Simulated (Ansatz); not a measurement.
**CsBi2: pressure series**

Base system: CsBi2 in the cubic Laves (MgCu2 type) structure (space group Fd-3m, No. 227; a = 9.627 Å; a cell from a computed database, its experimental status unchecked).

Cell and atoms are relaxed at each pressure.

All numbers come from PBEsol/PAW in Ansatz (a program for electronic structure), without spin-orbit coupling.

```csv
pressure (GPa),volume per atom (Å³/atom)
-1,38.455
0,37.172
0.3,?
0.7,36.394
1.5,35.587
3,34.348
5,32.956
7.5,31.563
10,30.420
```

Q: Fit the third-order Birch–Murnaghan form P(V) = (3B₀/2)[(V₀/V)^(7/3) − (V₀/V)^(5/3)]·[1 + (3/4)(B₀′ − 4)((V₀/V)^(2/3) − 1)] (squares taken in P) to the rows shown and predict the withheld row.

A: Least squares on the printed values gives V₀ = 37.166 Å³/atom, B₀ = 31.7 GPa, B₀′ = 4.5; this predicts 36.823 Å³/atom, and the run gives 36.827 Å³/atom, 0.004 higher.

Load acts through the strain it causes; cell and atoms are relaxed under it. No phonon test of stability was made. No other phases were tried under pressure.
